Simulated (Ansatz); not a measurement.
Structures of equal composition on the (000-1) surface of 4H silicon carbide (C plane on top): (√3x√3)R30° Bi adatom at H3; (√3x√3)R30° Bi adatom at T4. The slabs share one bottom face, and each structure is named by its start. These are constructed structures in small cells; real faces may alloy, dewet or reconstruct in larger ones, and not all known structures of the face are among them. Slabs of about 11 Å, Fermi-Dirac smearing of 0.025 eV. Bottom of the slabs: H caps. Relaxed from the named starts with such symmetry as they have, on meshes of like density; energies extrapolated to zero smearing; spin only where a row says so; no spin-orbit coupling, no U. Brackets mark spin-polarised runs, whose order is one that fits the cell. Where a second, spin-polarised start was run, the lower counts.

Calculation: HSE06, at the PBE geometry (plane waves to 420 eV, PAW; Ansatz, a quantum-chemistry and plane-wave program).

### Question
Order them by energy per 1x1 cell (lowest first) at the level HSE06, at the PBE geometry.

### Answer
(√3x√3)R30° Bi adatom at T4 (0.000 eV), (√3x√3)R30° Bi adatom at H3 (0.055 eV)
